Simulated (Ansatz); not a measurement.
**Fermi-surface data of Ag (I4/mmm)**

Input:

```
Ag
1.0
    0.00000     2.05217     1.99093
    2.05217     0.00000     1.99093
    2.05217     2.05217     0.00000
Ag
1
Cartesian
  0.00000   0.00000   0.00000
```

These are PBEsol, rigid bands (plane waves, PAW, scalar-relativistic; Ansatz, a program for electronic structure) values and carry that method's errors. Condition of this run: biaxial stress xx = yy = -1 GPa (compression positive) (the target of the relaxation). Cell: cell and atoms relaxed with PBEsol, then loaded as said.

```yaml
density of states at the Fermi level: 0.264 states/(eV·cell), both spins
bare Sommerfeld coefficient: 0.62 mJ/(mol of atoms·K²)
drude_plasma_energy: 9.2 eV
root-mean-square Fermi velocity: 1.4e6 m/s
resistivity times τ: 5.8 ×10⁻²² Ω·m·s
resistivity_times_mean_free_path: 8.4 ×10⁻¹⁶ Ω·m²
```

A metal at this level (no band gap); rigid bands, thermally averaged at 300 K, both spins. Spin-orbit coupling is left out. τ is one relaxation time for all states; the product of resistivity and mean free path takes one path for all states instead.
